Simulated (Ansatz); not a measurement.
The starting structures come from a database of crystals and need not be the phases stable at ambient conditions.

The decay constant κ of evanescent states in the gap governs leakage through a thin film.

Here is the system:

```
PbBrHO
1.0
    4.10630     0.00000     0.00000
    0.00000    10.04743     0.00000
    0.00000     0.00000     7.35316
H Pb Br O
4 4 4 4
Direct
  0.75000   0.38513   0.29277
  0.25000   0.61487   0.70723
  0.25000   0.88513   0.20723
  0.75000   0.11487   0.79277
  0.75000   0.08519   0.19879
  0.25000   0.91481   0.80121
  0.25000   0.58519   0.30121
  0.75000   0.41481   0.69879
  0.25000   0.32107   0.05494
  0.75000   0.67893   0.94506
  0.75000   0.82107   0.44506
  0.25000   0.17893   0.55494
  0.75000   0.46123   0.37520
  0.25000   0.53877   0.62480
  0.25000   0.96123   0.12480
  0.75000   0.03877   0.87520
```

Space group of this cell: Pnma. The cell was relaxed by PBE-D3(BJ).

Transport runs along the normal of the first two printed cell vectors.

No gap correction and no spin-orbit coupling; mid-gap values are interpolated between computed energies.

### Question
Predict the band gap and the smallest decay constant κ at mid-gap from r2SCAN in Ansatz (a first-principles code).

### Answer
Gap 3.63 eV on a 8×4×4 mesh; κ = 0.345 1/Å, at (0.375, 0.000) of the in-plane reciprocal vectors. At the zone centre, at the nearest computed energy, the slowest state has κ = 0.37 1/Å.
